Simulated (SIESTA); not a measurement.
Band structure of Co (P6_3/mmc, 4 atoms in the cell).

```
Co
1.0
    2.46636     0.00000     0.00000
   -1.23318     2.13593     0.00000
    0.00000     0.00000     8.07448
Co
4
Direct
  0.00000   0.00000   0.00000
  0.00000   0.00000   0.50000
  0.33333   0.66667   0.25000
  0.66667   0.33333   0.75000
```
Moments meant for the start (each program seeds them in its own way; μB, in the order of the atoms Co Co Co Co): 3.0 3.0 3.0 3.0.

Method: GGA PBE, numerical atomic orbitals DZP, PseudoDojo PBE standard norm-conserving potentials (rewritten from UPF to PSML) (SIESTA 5.4.2).

Settings: XC.functional = GGA; XC.authors = PBE; potentials = PseudoDojo PBE standard; PAO.BasisSize = DZP; PAO.EnergyShift = 0.01 Ry; MeshCutoff = 300 Ry; kgrid.MonkhorstPack = 14 14 4; OccupationFunction = FD; ElectronicTemperature = 100 meV; Spin = polarized; DM.InitSpin = [1 +3.00, 2 +3.00, 3 +3.00, 4 +3.00]; MaxSCFIterations = 150; SCF.Mixer.Method = Pulay; SCF.Mixer.Weight = 0.1.

The starting cell comes from a database of computed structures (which also holds hypothetical and non-ambient phases and stackings), without a prior relaxation at this level. Its lattice was rescaled by a random factor within 2.5 % of one. The magnetic order is the one reached from the typed start; others were not searched systematically. Values carry the incompleteness of an atom-centred basis.

Levels in eV from the Fermi level, bands 33 to 38 of the first spin channel:
| point | 33 | 34 | 35 | 36 | 37 | 38 |
|---|---|---|---|---|---|---|
| Γ | -1.89 | -1.54 | -1.54 | -1.24 | -1.24 | -0.82 |
| M | -0.65 | -0.58 | -0.56 | -0.54 | 0.12 | 1.25 |
| K | -1.02 | -0.93 | -0.93 | -0.85 | 4.94 | 4.94 |
| A | -1.71 | -1.71 | -1.71 | -1.71 | -0.99 | -0.99 |
| L | -0.71 | -0.71 | -0.58 | -0.58 | 1.17 | 1.17 |
| H | -0.93 | -0.93 | -0.79 | -0.79 | 4.94 | 4.94 |

Bands cross the Fermi level along this path, so the cell is metallic at this level.

Higher empty bands are left out: an atom-centred basis made for the valence describes them poorly.

The net moment of the cell came out as 6.52 μB.
